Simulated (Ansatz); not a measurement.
Levels about the gap of amorphous Ti$_{20}$O$_{41}$Sr (62 atoms in a cell of 792 Å³, 3.57 g/cm³; zone centre alone, so wide bands show as single levels with stretches between that a denser mesh fills), at the geometry that PBE relaxed, where it gives 0.0 GPa on a denser mesh. The participation number counts the atoms over which a state spreads; weights are charges in smoothed Voronoi cells. The levels come from a single point, so bond lengths are those of that geometry. Method of the levels: r2SCAN, scalar-relativistic without spin-orbit coupling (Ansatz, an electronic-structure program). Sampling: the zone centre alone; Fermi-Dirac width 0.02 eV; no spin polarisation. At PBE the levels at the empty edge of the gap are localised (band-tail or defect states).

The cell was made by melting and quenching with the CHGNet potential and then relaxed with DFT. O atoms were pushed apart under 1.9 Å during the dynamics, to hinder bonds among them. The hot cell started wider than the set density and was brought back towards it in steps. It is the lowest in DFT energy of 2 quenches. It is a model cell: composition and starting density were chosen by hand, and all elements were melted together. No dispersion term was used. Its density started from a set value of 3.67 and ended at 3.57 g/cm³. The simulated quench (nominally 240 K/ps over its main leg) is rapid and tends to freeze in more defects than a deposited or slowly cooled glass has. A cell of this size samples the disorder only roughly. Volume and shape were free in the relaxation. On a 2×2×2 Γ-centred mesh force components of up to 0.14 eV/Å stay, since the relaxation ran on the zone centre alone.

```csv
"E - E(highest filled), eV",filling,participation number,largest on,weight O,weight Ti,weight Sr
-0.35,filled,18.5,"O, 3 neighbours",0.93,0.07,0.00
-0.33,filled,20.5,"O, 3 neighbours",0.92,0.08,0.00
-0.27,filled,27.2,"O, 3 neighbours",0.92,0.07,0.00
-0.26,filled,22.2,"O, 3 neighbours",0.93,0.07,0.00
-0.15,filled,21.8,"O, 2 neighbours",0.92,0.08,0.00
-0.10,filled,9.7,"O, 3 neighbours",0.93,0.06,0.00
0.00,filled,12.0,"O, 2 neighbours",0.92,0.08,0.00
3.04,empty,5.9,"Ti, 6 neighbours",0.19,0.81,0.00
3.16,empty,10.0,"Ti, 5 neighbours",0.19,0.81,0.00
3.23,empty,12.4,"Ti, 6 neighbours",0.19,0.81,0.00
3.26,empty,13.2,"Ti, 5 neighbours",0.18,0.82,0.00
3.31,empty,10.9,"Ti, 7 neighbours",0.19,0.81,0.00
3.36,empty,9.8,"Ti, 6 neighbours",0.17,0.82,0.00
3.38,empty,18.8,"Ti, 6 neighbours",0.18,0.82,0.00
```

Most localised among these is the empty level at +3.04 eV, on a Ti atom, which has 6 neighbours (O 1.88 Å, O 1.99 Å, O 2.01 Å, O 2.03 Å, O 2.03 Å, O 2.10 Å).
